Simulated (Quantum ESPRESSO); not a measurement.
# Cost against accuracy: ecutwfc for Sr₃MgO₄ (Pmmm, 8 atoms in the cell)

Cell: a = 3.5070 Å, b = 5.0758 Å, c = 7.1177 Å, α = 90.00°, β = 90.00°, γ = 90.00°.

Level of theory: LDA (PZ), GBRV 1.5 ultrasoft (LDA) pseudopotentials (plane waves; Quantum ESPRESSO 7.5).

Base settings: ecutwfc = 40 Ry; ecutrho = 200 Ry; occupations = fixed; potentials = {Sr: sr_lda_v1.uspp.F.UPF, Mg: mg_lda_v1.4.uspp.F.UPF, O: o_lda_v1.2.uspp.F.UPF}; K_POINTS = automatic 7 4 3 0 0 0; nbnd = 38; conv_thr = 1e-08 Ry; mixing_beta = 0.5.

Misses are taken against the tightest run, 80 Ry (ecutrho: 200 Ry → 400 Ry), which need not be fully converged itself. The energy is the free energy per atom.

The count of work is k-points × plane waves × bands × iterations; it is no time, and leaves out set-up, grids and terms that scale otherwise. Core times come from one kind of shared machine and are given to one figure; runs under 30 s give none.

The starting cell comes from a database of computed structures (which also holds hypothetical and non-ambient phases and stackings), without a prior relaxation at this level. In the base run, with a pressure of about -7 GPa the cell is away from its equilibrium volume at this level.

The runs (ecutwfc): 16 Ry (ecutrho: 200 Ry → 80 Ry) | 20 Ry (ecutrho: 200 Ry → 100 Ry) | 24 Ry (ecutrho: 200 Ry → 120 Ry) | 28 Ry (ecutrho: 200 Ry → 140 Ry) | 32 Ry (ecutrho: 200 Ry → 160 Ry) | 36 Ry (ecutrho: 200 Ry → 180 Ry) | 40 Ry | 46 Ry (ecutrho: 200 Ry → 230 Ry) | 52 Ry (ecutrho: 200 Ry → 260 Ry) | 60 Ry (ecutrho: 200 Ry → 300 Ry) | 70 Ry (ecutrho: 200 Ry → 350 Ry) | 80 Ry (ecutrho: 200 Ry → 400 Ry).

Which is the coarsest setting among those run that, with all tighter ones, holds the energy within 20 meV/atom of the reference, and what does it save?

36 Ry (ecutrho: 200 Ry → 180 Ry), off by 11 meV/atom; it needs 0.28 of the reference's count of work and about 0.3 of the reference's time.

Which is the coarsest setting among those run that, with all tighter ones, holds the energy within 5 meV/atom of the reference, and what does it save?

52 Ry (ecutrho: 200 Ry → 260 Ry), off by 3.4 meV/atom; its saving against the reference is no more than about a factor of 2 in the count of work.

For at most 0.2 times the reference's count of work, which run misses the energy least?

28 Ry (ecutrho: 200 Ry → 140 Ry), with a miss of 180 meV/atom at a count of 0.17.

What does the step from 32 Ry (ecutrho: 200 Ry → 160 Ry) to 60 Ry (ecutrho: 200 Ry → 300 Ry) buy?

It takes the miss in the energy from 41 to 1.4 meV/atom, for 2.6 times the count of work and roughly 3 times the time.

```tsv
ecutwfc	energy less reference (meV/atom)	pressure less reference (GPa)	largest difference in the force on any atom (eV/Å)	count of work / reference	core time / reference (rough)
16 Ry (ecutrho: 200 Ry → 80 Ry)	7469.10	-228.94	0.680	0.075	–
20 Ry (ecutrho: 200 Ry → 100 Ry)	2307.99	-92.62	0.285	0.12	–
24 Ry (ecutrho: 200 Ry → 120 Ry)	677.14	-35.09	0.019	0.17	0.2
28 Ry (ecutrho: 200 Ry → 140 Ry)	177.58	-11.80	0.024	0.17	0.2
32 Ry (ecutrho: 200 Ry → 160 Ry)	40.70	-3.24	0.004	0.23	0.2
36 Ry (ecutrho: 200 Ry → 180 Ry)	10.78	-0.55	0.000	0.28	0.3
40 Ry	6.83	0.03	0.000	0.32	0.3
46 Ry (ecutrho: 200 Ry → 230 Ry)	5.76	-0.03	0.000	0.40	0.4
52 Ry (ecutrho: 200 Ry → 260 Ry)	3.36	-0.07	0.000	0.48	0.4
60 Ry (ecutrho: 200 Ry → 300 Ry)	1.40	0.01	0.000	0.60	0.6
70 Ry (ecutrho: 200 Ry → 350 Ry)	0.88	0.04	0.000	0.82	0.8
80 Ry (ecutrho: 200 Ry → 400 Ry)	0.00	0.00	0.000	1.0	1
```
